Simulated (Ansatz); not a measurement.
## Pressure series in HgSe

Base system: HgSe in the zinc blende structure (space group F-43m, No. 216; a = 6.1328 Å).

Cell and atoms are relaxed at each pressure.

Method: DFT with PBEsol, PAW potentials and a 420 eV plane-wave cutoff in Ansatz (a program for electronic structure), no SOC.

Two rows of this table had their results exchanged by mistake.

```
pressure           volume per atom (Å³)  shortest distance (Å)  band gap
-----------------  --------------------  ---------------------  --------
pressure −2 GPa                   30.12                  2.695      zero
pressure −1 GPa                   29.44                  2.674      zero
pressure 0.9 GPa                  28.36                  2.641      zero
pressure 2.1 GPa                  27.79                  2.623      zero
pressure 4.5 GPa                  26.82                  2.592      zero
pressure 9 GPa                    25.40                  2.546      zero
pressure 15 GPa                   21.68                  2.415      zero
pressure 22.5 GPa                 22.70                  2.452      zero
pressure 30 GPa                   24.00                  2.498      zero
```

Problem. Which two?

Solution. The rows for pressure 15 GPa and pressure 30 GPa: the volume has to fall steadily with pressure, so 24.00 Å³ belongs to pressure 15 GPa and 21.68 Å³ to pressure 30 GPa.

The mesh was chosen for an insulator and is coarse for the gapless case. Spin-orbit coupling, missing from the scalar runs, can matter with Hg. Load acts through the strain it causes; cell and atoms are relaxed under it. No phonon test of stability was made. Tetrahedral semiconductors of this kind turn to denser phases somewhere between about 1 and 50 GPa; those were not computed, so compressed cells here can lie past the real transition. The final runs are not spin-polarised. The zero or small gap of HgSe can change with the level of theory.
